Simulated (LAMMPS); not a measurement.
Al (fcc) at 1170 K and zero pressure, started from the melt, with several potentials, in cells of their own sizes.

The levels:
- EAM-type AlCu.adp: classical MD, pair style adp, file AlCu.adp (LAMMPS); Apostol and Mishin, Phys Rev B 83, 054116 (2011)
- EAM-type AlCu.eam.alloy: classical MD, pair style eam/alloy, file AlCu.eam.alloy (LAMMPS); Cai and Ye, Phys Rev B, 54, 8398-8410 (1996)
- EAM-type AlFe_mm.eam.fs: classical MD, pair style eam/fs, file AlFe_mm.eam.fs (LAMMPS); Mendelev, Srolovitz, Ackland and Han, J Mater Res 20, 208-218 (2005)
- EAM-type Al_jnp.eam: classical MD, pair style eam, file Al_jnp.eam (LAMMPS); Jacobsen, Norskov and Puska, Phys Rev B, 35, 7423 (1987)
- EAM-type Al_mm.eam.fs: classical MD, pair style eam/fs, file Al_mm.eam.fs (LAMMPS)
- EAM-type Al_zhou.eam.alloy: classical MD, pair style eam/alloy, file Al_zhou.eam.alloy (LAMMPS); Zhou et al, Acta Mater, 49, 4005 (2001)
- EAM-type NiAlH_jea.eam.alloy: classical MD, pair style eam/alloy, file NiAlH_jea.eam.alloy (LAMMPS); Moody and Baskes, Modell Sim Mater Sci Eng, 3, 289-307 (1995)
- MEAM AlSiMgCuFe.meam: classical MD, pair style meam, file AlSiMgCuFe.meam (LAMMPS); Jelinek, Groh, Horstemeyer, Houze, Kim, Wagner, Moitra and Baskes, Phys Rev B, 85, 245102 (2012)
- MEAM MoCoNiVFeAlCr_2nn.meam: classical MD, pair style meam, file MoCoNiVFeAlCr_2nn.meam (LAMMPS); Wang, J., Kwon, H., Kim, H.S. et al. A neural network model for high entropy alloy design. npj Comput Mater 9, 60 (2023).
- bond-order AlCu.bop.table: classical MD, pair style bop, file AlCu.bop.table (LAMMPS); Zhou, Ward, and Foster, Phys. Chem. Chem. Phys., under consideration

```csv
potential,state,volume,first peak of g(r),coordination number,self-diffusion coefficient of Al (not corrected for cell size),viscosity,mean phonon frequency,rough cost (ms per atom and simulated ps)
bond-order AlCu.bop.table,liquid,16.945 ± 0.008 Å³/atom,"2.76 Å, height 2.3",13.0 (counted to 3.74 Å),(6.0 ± 0.3) × 10^-5 cm²/s,-,5.2 THz,30 to 100
EAM-type AlCu.adp,liquid,18.822 ± 0.003 Å³/atom,"2.78 Å, height 2.8",12.3 (counted to 3.82 Å),(5.4 ± 0.1) × 10^-5 cm²/s,-,5.6 THz,3 to 10
EAM-type AlCu.eam.alloy,liquid,20.329 ± 0.002 Å³/atom,"2.76 Å, height 2.4",12.5 (counted to 3.98 Å),(1.33 ± 0.01) × 10^-4 cm²/s,-,4.3 THz,1 to 3
EAM-type AlFe_mm.eam.fs,liquid,20.55 ± 0.04 Å³/atom,"2.76 Å, height 2.7",11.6 (counted to 3.82 Å),(8.33 ± 0.04) × 10^-5 cm²/s,-,5.1 THz,0.3 to 1
EAM-type Al_jnp.eam,liquid,18.103 ± 0.003 Å³/atom,"2.74 Å, height 2.6",13.1 (counted to 3.86 Å),(5.84 ± 0.09) × 10^-5 cm²/s,1.4 ± 0.1 mPa s,5.3 THz,1 to 3
EAM-type Al_mm.eam.fs,liquid,19.195 ± 0.003 Å³/atom,"2.78 Å, height 2.4",12.4 (counted to 3.86 Å),(9.4 ± 0.1) × 10^-5 cm²/s,-,4.5 THz,1 to 3
EAM-type Al_zhou.eam.alloy,liquid,19.675 ± 0.002 Å³/atom,"2.80 Å, height 2.2",12.4 (counted to 3.90 Å),(1.48 ± 0.04) × 10^-4 cm²/s,-,4.0 THz,1 to 3
EAM-type NiAlH_jea.eam.alloy,liquid,19.878 ± 0.001 Å³/atom,"2.71 Å, height 2.3",12.5 (counted to 3.94 Å),(1.72 ± 0.03) × 10^-4 cm²/s,-,4.4 THz,0.3 to 1
MEAM AlSiMgCuFe.meam,liquid,19.28 ± 0.02 Å³/atom,"2.74 Å, height 2.7",10.5 (counted to 3.66 Å),(4.8 ± 0.2) × 10^-5 cm²/s,2.5 ± 0.3 mPa s,6.0 THz,3 to 10
MEAM MoCoNiVFeAlCr_2nn.meam,liquid,19.446 ± 0.005 Å³/atom,"2.76 Å, height 2.6",11.6 (counted to 3.78 Å),(7.9 ± 0.2) × 10^-5 cm²/s,1.25 ± 0.10 mPa s,5.0 THz,3 to 10
```

Costs are rough: whole-run CPU time with set-up and analysis, from shared machines, in bands a factor of about three wide.

Caution (row bond-order AlCu.bop.table): enthalpy drifts during the constant-pressure average: a transition or slow ageing; fluctuation values are void.

Caution (rows bond-order AlCu.bop.table; EAM-type Al_zhou.eam.alloy; EAM-type NiAlH_jea.eam.alloy; MEAM AlSiMgCuFe.meam): a run this short can hold a crystal over, or a liquid under, the potential's own melting point, which these runs don't give.

Caution: the potential EAM-type AlFe_mm.eam.fs is made for dilute Fe in Al.

Caution: the potential EAM-type NiAlH_jea.eam.alloy is made for Ni, Ni3Al and hydrogen in them.

States go by the mean squared displacement: a species diffuses where it passes 1.5 Å², still rises and gives D over 1e-6 cm²/s; a crystal has left its structure where atoms lie 0.35 Å off their sites on average or a cubic box changes its shape by 3 %, or the axial ratios of another lie 8 % off the starting cell's, which the potential's own relaxation can also do.

Errors of D are the spread over four groups of atoms in one short run; a floor of about 5 %, a picked value, is safer.

Errors shown are sampling errors alone.
